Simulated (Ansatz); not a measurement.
## AlN: response to strain

Consider AlN in the zinc blende structure (space group F-43m, No. 216).

```
CELL_PARAMETERS angstrom
      0.00000     2.18887     2.18887
      2.18887     0.00000     2.18887
      2.18887     2.18887     0.00000
ATOMIC_POSITIONS crystal
  Al 0.00000 0.00000 0.00000
  N  0.25000 0.25000 0.25000
```

Cartesian axes are those of the cell as printed.

Strains are applied to the cell and any free atomic positions relax; under biaxial strain the out-of-plane vector relaxes too.

Calculations: PBEsol/PAW in Ansatz (a quantum-chemistry and plane-wave program), without spin-orbit coupling.

Notes on the quantities. in-plane stress: mean in-plane stress (compression positive).

```tsv
change	out-of-plane strain	band gap	in-plane stress	smallest direct gap
base	–	3.19 eV	–	4.06 eV
biaxial strain −3.00 %, plane normal [001], relaxed out of plane	+3.06 %	3.00 eV	+9.4 GPa	4.21 eV
biaxial strain −2.50 %, plane normal [001], relaxed out of plane	+2.58 %	3.04 eV	+7.6 GPa	4.18 eV
biaxial strain −2.00 %, plane normal [001], relaxed out of plane	+2.09 %	3.07 eV	+5.9 GPa	4.16 eV
biaxial strain −1.50 %, plane normal [001], relaxed out of plane	+1.58 %	3.10 eV	+4.4 GPa	4.13 eV
biaxial strain −1.00 %, plane normal [001], relaxed out of plane	+1.07 %	3.13 eV	+2.8 GPa	4.11 eV
biaxial strain +1.00 %, plane normal [001], relaxed out of plane	-1.13 %	3.07 eV	-2.6 GPa	3.93 eV
biaxial strain +2.00 %, plane normal [001], relaxed out of plane	-2.32 %	2.96 eV	-4.9 GPa	3.80 eV
biaxial strain +2.50 %, plane normal [001], relaxed out of plane	-2.95 %	2.91 eV	-6.0 GPa	3.74 eV
biaxial strain +3.00 %, plane normal [001], relaxed out of plane	-3.58 %	2.86 eV	-7.0 GPa	3.68 eV
```

Stability against distortions was not tested. This is not the structure that AlN has at room temperature and ambient pressure.
